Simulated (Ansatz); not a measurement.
Start from Sn in the diamond structure (space group Fd-3m, No. 227; relaxed with 0.1 eV smearing).

```
CELL_PARAMETERS angstrom
      0.00000     3.27009     3.27009
      3.27009     0.00000     3.27009
      3.27009     3.27009     0.00000
ATOMIC_POSITIONS crystal
  Sn 0.00000 0.00000 0.00000
  Sn 0.25000 0.25000 0.25000
```

All numbers come from PBEsol (Ansatz, a quantum-chemistry and plane-wave program, PAW, spin-orbit coupling left out).

Strains are applied to the cell and any free atomic positions relax.

One change was made to it. Results:

```json
[
 {"quantity": "energy relative to the base (free energy F)", "base": "0 meV/atom", "after": "+3.9 meV/atom"},
 {"quantity": "pressure", "base": "0.0 GPa", "after": "-1.1 GPa"}
]
```

### Question
Name the change that was made.
(A) isotropic strain +1.00 %
(B) isotropic strain +2.00 %
(C) isotropic strain −0.50 %
(D) isotropic strain −3.00 %

### Answer
A, isotropic strain +1.00 %. For comparison, the energy relative to the base in the other runs: isotropic strain −0.50 % gives +1.1 meV/atom; isotropic strain +2.00 % gives +15 meV/atom; isotropic strain −3.00 % gives +41 meV/atom.

No phonon test of stability was made.
